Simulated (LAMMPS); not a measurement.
Size effects in liquid Ag (fcc) at 1360 K and zero pressure.

Method: classical MD, pair style meam, file library.meam (library.meam-Ag); code LAMMPS.

```tsv
atoms	volume	first peak of g(r)	D(Ag)	rough cost (core-seconds per simulated ps)
108	19.99 ± 0.03 Å³/atom	2.81 Å, height 2.9	(3.3 ± 0.5) × 10^-5 cm²/s	0.22
256	20.03 ± 0.01 Å³/atom	2.78 Å, height 2.8	(3.9 ± 0.2) × 10^-5 cm²/s	0.3
2048	20.013 ± 0.006 Å³/atom	2.77 Å, height 2.7	(3.97 ± 0.06) × 10^-5 cm²/s	2.8
16384	20.014 ± 0.003 Å³/atom	2.77 Å, height 2.7	(3.97 ± 0.05) × 10^-5 cm²/s	24
```

Periodic images slow diffusion in small cells, by a term that falls as 1/L. Costs are rough.

Caution: the potential MEAM library.meam-Ag is a first-neighbour MEAM set with a 4 Å cutoff, used here without a parameter file and away from the static properties it was fitted to.

Errors of D are the spread over four groups of atoms in one short run; a floor of about 5 %, a picked value, is safer.

Errors shown are sampling errors alone.
